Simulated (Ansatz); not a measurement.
An Ansatz (a program for electronic structure) run: TiAl with a change (uniaxial strain ε_zz = −1.00 %); PBEsol (Ansatz; PAW; 420 eV plane waves; scalar-relativistic without spin-orbit coupling).

Input:

Ansatz 0.2 input:
```yaml
crystal:
  lattice:
    - [2.7962921606, 0, 0]
    - [0, 2.7962921606, 0]
    - [0, 0, 3.9977599669]
  atoms:
    - { symbol: Ti, position: [0, 0, 0] }
    - { symbol: Al, position: [0.5, 0.5, 0.5] }
basis: { ecutwfc: 420, ecutrho_ratio: 4, xc_grid: 2, fft_grid_basis: typed }
kpoints: { mp_grid: { grid: [21, 21, 14] } }
hamiltonian:
  xc: pbesol
  dispersion: none
  pseudopotentials: { kind: paw }
scf: { occupations: { method: fermi_dirac, width: 0.1 }, convergence: { dr2_threshold: 0.0000000002 } }
relax: { f_tol: 0.005, max_steps: 50 }
output: { forces: true, stress: true }
checkpoint: { write: state.ck, write_every: 1000 }
```

Output (explanatory and most iteration lines left out):

```
Relaxation: its limit of steps is 50 (relax.max_steps)
Pseudopotential: Ti, paw, valence charge 12
Pseudopotential: Al, paw, valence charge 3
Crystal: 2 atoms, lattice volume = 31.259 Å³
Basis set: ecut = 420 eV, 617 PW (Γ), exchange–correlation on 40×40×54 points (8 copies of the dense FFT grid, shifted against one another)
Bands: 12, of which v1, the nominal top of the filled ones, is band 8 counted from 1 (7 counted from 0)
Symmetry: 16 space group operations
Space group: P4/mmm (ITA 123), of the structure as read, at distance tolerance 3.2e-5 Å
k-points: 528 of 6174
Functional: x = pbesol(κ = 0.804, μ = 0.12345679012345678), c = pbesol(β = 0.046)
SCF iter   1: F=—  HF=-2999.295314 eV  |F-HF|=—  |Δ(HF+E_count)|=         —  Δρ=3.98e-3  dr2=4.07e-3  ethr=1.77e-3  ⟨swp⟩=5.0  Hψ=32007  notcnv=0
SCF iter   2: F=—  HF=-2999.294267 eV  |F-HF|=—  |Δ(HF+E_count)|=   1.05e-3  Δρ=2.02e-3  dr2=1.88e-3  ethr=2.71e-5  ⟨swp⟩=1.6  Hψ=11676  notcnv=0
SCF 1 converged in 7 iterations: F = -2999.293862 eV  dr2 = 8.14e-12
relax step   1: F+E_penalty+E_count = -2999.29386159 eV  Δ(F+E_penalty+E_count) = +0.000e0 eV  max|allowed force component| = 3.944e-31 eV/Å  Δτ_max = 0.0000 Å  (7 SCF iters, accepted)
SCF converged after 7 iterations
Free energy (F): -2999.293862 eV
Internal energy: -2999.235349 eV  (E = F + TS)
E sigma→0 (E₀):  -2999.264605 eV
Entropy (-TS):   -0.058512 eV (-29.256 meV/atom)
Fermi energy:    11.386712 eV
--- Forces (eV/Å), atoms counted from 1 ---
  atom   1  Ti    -0.00000000     0.00000000     0.00000000
  atom   2  Al     0.00000000     0.00000000     0.00000000
--- Stress (GPa, compression-positive) ---
        0.955013       0.000000       0.000000
        0.000000       0.955013       0.000000
        0.000000       0.000000       1.768676
  P = ⅓ Tr σ = 1.2262 GPa (12.262 kbar)
--- Relaxed structure (1 steps of the walk, 1 accepted, 0 SCFs on fresh bases) ---
  atoms:
    - { symbol: Ti, position: [0.0, 0.0, 0.0] }
    - { symbol: Al, position: [0.5, 0.5, 0.5] }
```

Stability against distortions was not tested. All final runs are without spin polarisation. The cell was made from TiAl (space group P4/mmm, No. 123) by this change: uniaxial strain ε_zz = −1.00 %.
